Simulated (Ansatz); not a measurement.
## Convergence study of the k-point mesh for LuTl (P4mm, 2 atoms in the cell)

```
LuTl
1.0
    3.57690     0.00000     0.00000
    0.00000     3.57690     0.00000
    0.00000     0.00000     3.92180
Lu Tl
1 1
Direct
  0.00000   0.00000   0.01275
  0.50000   0.50000   0.50000
```

Method: LDA (PW92), default PAW files made with PBE (plane waves; Ansatz, an electronic-structure program).

Base settings: basis.ecutwfc = 420 eV; kpoints.mp_grid.grid = 9 9 9; hamiltonian.xc = lda; hamiltonian.pseudopotentials = {kind: paw} (the program's default PAW files); scf.occupations.method = fermi_dirac; scf.occupations.width = 0.1 eV.

The second cell is the first with its lattice scaled by 0.98.

Only quantities that move along the ladder and can be compared are tabulated.

The count of work is k-points × plane waves × bands × iterations; it is no time. Core times come from one kind of shared machine, to one figure; runs under 30 s give none.

The starting cell comes from a database of computed structures (which also holds hypothetical and non-ambient phases and stackings), without a prior relaxation at this level. Its lattice was rescaled by up to half a per cent. One atom was moved a little off its site on purpose. In the base run, with a pressure of about -3 GPa the cell is away from its equilibrium volume at this level. Ansatz's pressure includes its estimate of the finite-basis (Pulay) stress.

```tsv
kpoints.mp_grid.grid	free energy less the last step's (meV/atom)	energy of the compressed cell less the first (meV/atom)	pressure (GPa)	largest difference of a force vector from the last step's (eV/Å)	count of work / last	core time / last (rough)
2 2 2	-374.58	-6.29	-2.77	0.079	0.0032	–
3 3 2	-34.05	-25.22	-4.24	0.125	0.0036	–
3 3 3	-91.39	6.48	-1.02	0.000	0.0036	–
4 4 3	-0.35	-15.02	-3.34	0.010	0.0063	–
4 4 4	-23.12	-8.39	-2.90	0.018	0.0095	–
5 5 5	-4.51	-13.59	-3.39	0.015	0.0095	–
6 6 6	5.79	-12.81	-3.20	0.008	0.024	–
7 7 6	-5.28	-15.07	-3.48	0.004	0.024	–
7 7 7	-0.37	-16.86	-3.65	0.001	0.024	–
8 8 7	-6.84	-14.24	-3.40	0.008	0.032	–
9 9 8	-1.45	-13.63	-3.32	0.007	0.039	–
9 9 9	-0.76	-14.34	-3.38	0.005	0.039	–
10 10 9	0.10	-15.57	-3.51	0.002	0.055	–
11 11 10	-0.35	-15.02	-3.45	0.001	0.076	–
12 12 11	0.86	-14.72	-3.40	0.001	0.088	–
13 13 12	0.84	-15.39	-3.46	0.002	0.10	–
15 15 13	-0.41	-14.31	-3.39	0.000	0.13	–
16 16 15	0.31	-14.86	-3.42	0.000	0.19	–
18 18 16	-0.30	-14.69	-3.42	0.000	0.26	0.3
20 20 18	0.13	-14.99	-3.44	0.000	0.35	0.4
22 22 20	0.01	-14.79	-3.42	0.000	0.45	0.5
24 24 22	-0.02	-14.85	-3.43	0.000	0.57	0.6
27 27 25	-0.01	-14.84	-3.43	0.000	0.72	1
30 30 27	0.00	-14.85	-3.43	0.000	1.0	1
```

Coarsest kpoints.mp_grid.grid that holds the pressure within 1 GPa of the last step, with all finer ones: 4 4 3, at 0.0063 of the last step's count of work; the step before is off by 2.4 GPa.

Coarsest kpoints.mp_grid.grid that holds the energy of the compressed cell less the first within 1 meV/atom of the last step, with all finer ones: 9 9 9, at 0.039 of the last step's count of work; the step before is off by 1.2 meV/atom.

Coarsest kpoints.mp_grid.grid that holds the free energy within 0.5 meV/atom of the last step, with all finer ones: 15 15 13, at 0.13 of the last step's count of work; the step before is off by 0.84 meV/atom.

Keys are those of Ansatz 0.2.
